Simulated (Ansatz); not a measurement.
The starting structures come from a database of crystals and need not be the phases stable at ambient conditions.

 Where the default PAW files enter, the runs use the earlier of Ansatz's two default sets.

Inside the gap of an insulator the Bloch states are evanescent, with a wavenumber k + iκ along the transport direction.

Given:

```yaml
crystal:
  lattice:
    - [3.83059, 0.00000, 0.00000]
    - [0.00000, 7.41577, 0.00000]
    - [1.91529, -1.04448, 3.42310]
  atoms:
    - { symbol: Ca, position: [0.20259, 0.75351, 0.59482] }
    - { symbol: Ca, position: [0.79741, 0.24649, 0.40518] }
    - { symbol: C, position: [0.92078, 0.56431, 0.15844] }
    - { symbol: C, position: [0.07922, 0.43569, 0.84156] }
    - { symbol: C, position: [0.54814, 0.05825, 0.90372] }
    - { symbol: C, position: [0.45186, 0.94175, 0.09628] }
```

Space group of this cell: C2/m. The cell is taken as given.

Transport runs along the normal of the first two printed cell vectors.

No gap correction and no spin-orbit coupling; mid-gap values are interpolated between computed energies.

Task: Estimate the band gap and the smallest decay constant κ at mid-gap that Ansatz (an electronic-structure program) with r2SCAN returns for this system.

Result: Gap 2.63 eV on a 10×4×10 mesh; κ = 0.341 1/Å, at (0.500, 0.500) of the in-plane reciprocal vectors. At the zone centre, at the nearest computed energy, the slowest state has κ = 0.45 1/Å.
